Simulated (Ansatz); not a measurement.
For TiOF2 (P4₂/mmc, No. 131, 8 atoms in the cell; start mp-37473), LDA (plane waves, PAW; Ansatz, an electronic-structure program) gives:

- equilibrium lattice constant a: 3.729 Å
- lattice parameter c: 7.692 Å
- bulk modulus B0: 157 GPa
- cohesive energy: 6.84 eV/atom
- band gap: 2.04 eV

Task: What does r²SCAN (Ansatz, PAW) give for the same quantities?

Result: 
- lattice constant a: 3.765 Å (grows by 1.0 %)
- lattice parameter c: 7.800 Å (rises by 1.4 %)
- bulk modulus: 148 GPa (shrinks by 5.7 %)
- cohesive energy: 5.75 eV/atom (drops by 1.09 eV/atom)
- band gap: 2.35 eV (increases by 0.31 eV)

Changes are worked out from the printed values.

Unless a cell is named, each level is at its own relaxed cell (LDA 13.37, r²SCAN 13.82 Å³/atom).

Density-functional gaps are differences of (generalised) Kohn–Sham levels.

Caveats: the bulk modulus is −V dP/dV from two relaxed cells at ±2 % in volume (LDA, r²SCAN); the relaxation could not lower the start's symmetry, so the cell can be a saddle point above a distorted one (LDA, r²SCAN). Ansatz's density-functional and Hartree–Fock values are scalar-relativistic unless marked +SOC, with PAW data made under PBE.

A start named mp-… is a Materials Project structure, which need not be a measured phase.
